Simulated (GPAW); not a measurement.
## Equation of state of cubic perovskite BaZrO3 (space group 221): energy against volume (GPAW, PBEsol)

```
CELL_PARAMETERS angstrom
      4.06834     0.00000     0.00000
      0.00000     4.06834     0.00000
      0.00000     0.00000     4.06834
ATOMIC_POSITIONS crystal
  Ba 0.00000 0.00000 0.00000
  Zr 0.50000 0.50000 0.50000
  O  0.50000 0.00000 0.50000
  O  0.00000 0.50000 0.50000
  O  0.50000 0.50000 0.00000
```

Method: PBEsol, GPAW PAW datasets PBEsol (made by gpaw-setup) (plane waves; GPAW). Settings: mode = pw; ecut = 1040 eV; xc = PBEsol; kpts = 8 8 8; mesh shift (steps) = 0 0 0; occupations.name = fermi-dirac; occupations.width = 0.01 eV; nbands = -4; convergence.density = 1e-05 e/electron; convergence.energy = 1e-05 eV/electron; convergence.bands = -2; symmetry.symmorphic = false; symmetry.tolerance = 0.0005; maxiter = 120. The cell above is the first row's. The rows scale it uniformly. In all rows fractional positions and the k mesh are held. E is the free energy at the stated smearing, counted from the lowest row.

| V (Å^3/atom) | E (meV/atom) |
|---|---|
| 13.467 | 51.19 |
| 13.760 | 27.01 |
| 14.053 | 10.96 |
| 14.346 | 2.20 |
| 14.638 | 0.00 |
| 14.931 | 3.68 |
| 15.224 | 12.62 |
| 15.517 | 26.31 |
| 15.810 | ? |

Q: Using the third-order Birch-Murnaghan form, a cubic in V^(-2/3), estimate the missing E at V = 15.810 from the other rows, showing the fit.

A: With u = V^(-2/3) - 0.168, the rows have u = 0.008666, 0.006149, 0.003720, 0.001374, -0.000886, -0.003080, -0.005203, -0.007258. Least squares gives E = 0.144 + 682.93·u + 595451·u² + 634421·u³. Residuals (row less fit): -0.003, 0.005, 0.003, -0.008, -0.006, 0.009, -0.001, -0.002; standard error 0.008 (degrees of freedom: 4). Its minimum lies at u = -0.000574, so V0 = (0.167426)^(-3/2) = 14.60. There d²E/du² = 1189000 and d³E/du³ = 3807000, so B0 = (4/9) × 14.60^(-7/3) × 1189000 × 0.160218 = 163 GPa (the last factor turns the table's units into GPa), and B0' = 4 + (2/3) × 0.167426 × (3807000)/1189000 = 4.4. The program's pressures in the fitted runs (not shown) pass through zero at V = 14.60, 0.01 % from this V0. At the withheld row, u = -0.009251, so E = 0.144 + 682.93 × (-0.009251) + 595451 × (-0.009251)² + 634421 × (-0.009251)³ = 44.283 meV/atom. The calculation gives 44.23 meV/atom, 0.053 meV/atom below the prediction (0.1 % of the range of E in the table). The row lies outside the fitted rows, so this is an extrapolation. From the scatter of the fitted rows alone, a prediction at this place has a standard error of 0.019 meV/atom, so the miss is 2.8 times that.

Carrying the step between the two nearest rows on in a straight line would have given 40.00, off by 4.23; series whose last step already gives the withheld value aren't shown. The scan was laid around a cell of about the measured size, scaled by a guess for this functional. The runs keep the symmetry of the cell, so they don't test it for distortions. Spin-orbit coupling is off. Cutoffs and mesh are single choices, not tested for convergence of this quantity. Series with a scatter that would blur these digits, or in which a gap closes, are not shown. Nor are scans whose minimum lies at an end fitted in this form.
